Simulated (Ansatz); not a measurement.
# NaCl, pressure series

The reference is NaCl in the rock salt structure (space group Fm-3m, No. 225; a = 5.6015 Å).

Cell and atoms are relaxed at each pressure.

Level of theory: PBEsol (Ansatz, an electronic-structure program; PAW; 420 eV plane waves; without spin-orbit coupling).

Candidates:
(a) pressure 3 GPa
(b) pressure −2 GPa
(c) pressure 7 GPa

Base values:

```
Item       Result
--------  -------
Band gap  5.01 eV
```

**Question.** Order them by band gap, lowest first.

**Answer.** (b) pressure −2 GPa (4.67 eV), (a) pressure 3 GPa (5.39 eV), (c) pressure 7 GPa (5.78 eV)

Load acts through the strain it causes; cell and atoms are relaxed under it. No phonon test of stability was made. No other phases were tried under pressure.
